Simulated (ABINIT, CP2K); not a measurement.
An ABINIT input for a self-consistent single point of VS (P6_3/mmc, 4 atoms in the cell) (DFT, PBEsol, plane waves, norm-conserving pseudopotentials (PseudoDojo nc-sr-04 PBEsol standard)):

```
# VS, PseudoDojo nc-sr-04 PBEsol standard
pp_dirpath "./"
pseudos "V.upf, S.upf"
acell 3.1697998124 3.1697998124 6.1271300000 Angstrom
rprim
         1.0000000000    0.0000000137    0.0000000000
        -0.5000000119    0.8660253969    0.0000000000
         0.0000000000    0.0000000000    1.0000000000
natom 4
ntypat 2
znucl 23 16
typat 1 1 2 2
xcart
         0.0000000000    0.0000000000    0.0000000000
         0.0000000000    0.0000000000    5.7892988150
         2.9950267339    1.7291795459    2.8946494075
        -0.0000000475    3.4583590095    8.6839482225
ecut 1143 eV
ixc -116133
occopt 3
tsmear 0.00367493
nband 25
kptopt 1
ngkpt 10 10 5
nshiftk 1
shiftk 0 0 0
nstep 60
toldfe 1.0e-09
prtwf 0
prtden 0
prtvol 1
enunit 1
```

Write the same calculation as an input for CP2K.

This is the input that was run; spellings and numerical settings could be chosen otherwise.

```
&GLOBAL
  PROJECT calc
  RUN_TYPE ENERGY_FORCE
  PRINT_LEVEL MEDIUM
&END GLOBAL
&FORCE_EVAL
  METHOD Quickstep
  STRESS_TENSOR ANALYTICAL
  &DFT
    BASIS_SET_FILE_NAME BASIS_MOLOPT
    POTENTIAL_FILE_NAME GTH_POTENTIALS
    &QS
      METHOD GPW
      EPS_DEFAULT 1E-10
    &END QS
    &MGRID
      CUTOFF 600
      REL_CUTOFF 50
      NGRIDS 5
    &END MGRID
    &SCF
      SCF_GUESS ATOMIC
      EPS_SCF 1E-6
      MAX_SCF 100
      ADDED_MOS 7
      &DIAGONALIZATION
        ALGORITHM STANDARD
      &END DIAGONALIZATION
      &MIXING
        METHOD BROYDEN_MIXING
        ALPHA 0.3
        NBUFFER 12
      &END MIXING
      &SMEAR ON
        METHOD FERMI_DIRAC
        ELECTRONIC_TEMPERATURE [K] 1160.45
      &END SMEAR
    &END SCF
    &KPOINTS
      SCHEME MONKHORST-PACK 10 10 5
      GAMMA_CENTERED T
    &END KPOINTS
    &XC
      &XC_FUNCTIONAL
        &PBE
          PARAMETRIZATION PBESOL
        &END PBE
      &END XC_FUNCTIONAL
    &END XC
    &PRINT
      &MO
        EIGENVALUES T
        OCCUPATION_NUMBERS T
        NDIGITS 8
        FILENAME mo
        &EACH
          QS_SCF 0
        &END EACH
        ADD_LAST NUMERIC
      &END MO
      &MULLIKEN ON
      &END MULLIKEN
    &END PRINT
  &END DFT
  &SUBSYS
    &CELL
      A 3.16980000 0.00000000 0.00000000
      B -1.58490000 2.74512700 0.00000000
      C 0.00000000 0.00000000 6.12713000
      PERIODIC XYZ
    &END CELL
    &COORD
      SCALED
      V        0.00000000     0.00000000     0.00000000
      V        0.00000000     0.00000000     0.50000000
      S        0.66666700     0.33333300     0.25000000
      S        0.33333300     0.66666700     0.75000000
    &END COORD
    &KIND V
      BASIS_SET DZVP-MOLOPT-SR-GTH-q13
      POTENTIAL GTH-PBE-q13
    &END KIND
    &KIND S
      BASIS_SET DZVP-MOLOPT-SR-GTH-q6
      POTENTIAL GTH-PBE-q6
    &END KIND
  &END SUBSYS
  &PRINT
    &FORCES ON
    &END FORCES
    &STRESS_TENSOR ON
    &END STRESS_TENSOR
  &END PRINT
&END FORCE_EVAL
```

Basis, cutoffs, solver keys and any potentials are the target program's own. This input uses DFT PBEsol, GPW, DZVP-MOLOPT-SR-GTH basis, GTH-PBE potentials (GTH_POTENTIALS). Both were run: pressure -7.03 GPa in ABINIT and -6.67 in CP2K.

On ABINIT: the starting cell comes from a database of computed structures (which also holds hypothetical and non-ambient phases and stackings), without a prior relaxation at this level. Spin polarisation is off, so a magnetic state, if there is one, cannot be reached. With a pressure of about -7 GPa the cell is away from its equilibrium volume at this level.

On CP2K: the starting cell comes from a database of computed structures (which also holds hypothetical and non-ambient phases and stackings), without a prior relaxation at this level. Spin polarisation is off, so a magnetic state, if there is one, cannot be reached. Values carry the incompleteness of an atom-centred basis. The potentials were made for another functional than the one used. With a pressure of about -7 GPa the cell is away from its equilibrium volume at this level.
